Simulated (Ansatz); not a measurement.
Y2Ti2O7 (Fd-3m, No. 227, 22 atoms in the cell; start mp-5373) was calculated with r²SCAN+SOC (Ansatz, a first-principles code, plane waves, PAW).

Numerical settings: plane-wave cutoff 560 eV, 6×6×6 k mesh, Fermi–Dirac smearing 0.01 eV, PAW data made under PBE.

Cell (relaxed with PBEsol):

Ti2Y2O7 is modelled in the cubic space group Fd-3m, origin choice 1 (No. 227), Pearson symbol cF88. Conventional cell: a = b = c = 10.0471 Å, α = β = γ = 90.00°. Y on 16d has 2 O at 2.175 Å and 6 O at 2.461 Å. Ti on 16c sees 6 O at 1.951 Å (octahedral). O1 on 8b has 4 Y at 2.175 Å (tetrahedral). O2 on 48f sees 2 Ti at 1.951 Å and 2 Y at 2.461 Å. (Neighbours: up to the widest gap in distance over summed covalent radii, below 1.35, at either atom; cation-cation and far metal-metal contacts left out.)
(The calculation used a cell of 22 atoms; values per cell refer to that cell.)

Task: Predict the band gap.

Result: 
- band gap = 3.30 eV (direct)

Note: cell and atoms aren't relaxed at this level (largest force component 0.06 eV/Å, pressure 2.8 GPa).

Computed values are for the static lattice.

A start named mp-… is a Materials Project structure, which need not be a measured phase.
